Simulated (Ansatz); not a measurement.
## rock-salt TaC (1 1 0) on rock-salt PbTe (1 1 0) (film strained to the substrate, started from cuts of the bulks and a machine-learned relaxation; slabs Pb6Te6 and C12Ta12, which can lie off the formulas)

A periodic stack without vacuum, rock-salt TaC (1 1 0) on rock-salt PbTe (1 1 0) (film strained to the substrate, started from cuts of the bulks and a machine-learned relaxation; slabs Pb6Te6 and C12Ta12, which can lie off the formulas): substrate slab Pb6Te6, film C12Ta12, surface cells [[0, -1], [1, -1]] and [[1, 0], [1, 2]], film strained by +3.8 and +3.8 %, outermost planes PbTe/PbTe and CTa/CTa as cut, which need not be the usual terminations and can put a slab off its formula.

The start was prepared with a machine-learned potential, and the result is one local minimum, with the in-plane cell held and forces under 0.04 eV/Å; the film can end far from its bulk form.

Calculation: PBE (plane waves to 420 eV, PAW; Ansatz, an electronic-structure program). Scalar-relativistic, without spin–orbit coupling; the runs are not spin-polarised. Its k-point mesh 8×5×1, Fermi–Dirac width 0.05 eV.

```
Quantity                                                                                    Value
--------------------------------------------------------------------------------  ---------------
interface area                                                                            30.5 Å²
period                                                                                    24.79 Å
heights between the nearest atoms of the two slabs at the two interfaces          1.93 and 1.93 Å
Pb–Ta contacts across the interfaces within 1.22 times the sum of covalent radii  10, mean 3.45 Å
C–Pb contacts across the interfaces within 1.22 times the sum of covalent radii    4, mean 2.53 Å
Ta–Te contacts across the interfaces within 1.22 times the sum of covalent radii   4, mean 2.86 Å
```

```
PbTa2C2Te
1.0
    4.64597     0.00088     0.10815
    4.64822     6.56873    -0.14552
   -0.59907    -3.67515    24.94468
Pb Te C Ta
6 6 12 12
Direct
  0.99883   0.98762   0.14850
  0.61500   0.37986   0.01984
  0.85003   0.13530   0.33960
  0.92568   0.55897   0.23825
  0.18850   0.30352   0.55818
  0.78654   0.69959   0.42936
  0.59513   0.89357   0.03735
  0.48159   0.50251   0.15455
  0.42838   0.05805   0.23486
  0.34904   0.63672   0.34294
  0.29324   0.19290   0.42326
  0.19748   0.78926   0.54071
  0.37826   0.11065   0.63608
  0.87880   0.60702   0.63626
  0.58995   0.39919   0.69343
  0.09034   0.89910   0.69341
  0.79418   0.69559   0.75838
  0.29486   0.19482   0.75900
  0.00253   0.98762   0.81968
  0.50158   0.48837   0.81906
  0.20595   0.28390   0.88464
  0.70638   0.78409   0.88464
  0.41714   0.57247   0.94200
  0.91083   0.07603   0.94181
  0.59130   0.89794   0.69133
  0.08924   0.40022   0.69478
  0.88610   0.10291   0.63625
  0.37783   0.61488   0.63650
  0.99845   0.49138   0.82172
  0.50201   0.98727   0.82054
  0.29330   0.69598   0.75750
  0.79744   0.19187   0.75635
  0.42587   0.06816   0.94155
  0.91119   0.58018   0.94182
  0.70779   0.28267   0.88328
  0.20520   0.78488   0.88673
```
